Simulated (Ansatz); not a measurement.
Enthalpy of formation of SnO (model structure, started from the alpha GeTe type, R3m, No. 160, 2 atoms in the cell) at several levels of theory

No measured value is used here.

| level (code) | value (eV/atom) |
|---|---|
| PBE (Ansatz) | -0.976 |
| PBEsol (Ansatz) | ? |
| PBE-D3(BJ) (Ansatz) | -0.990 |

Question: Some entries are withheld; supply them.

Answer: 
- PBEsol (Ansatz, a first-principles code), value (eV/atom): -0.982

Density-functional levels without +SOC have no spin–orbit coupling, which shifts binding energies of heavy elements. Each level is taken at its own relaxed cell. Ansatz's density-functional and Hartree–Fock values are scalar-relativistic unless marked +SOC, with PAW data made under PBE.

A model structure was made by putting elements into a prototype or built by hand; it is no filed structure, need not be a known phase, and can be a saddle point held by its symmetry.
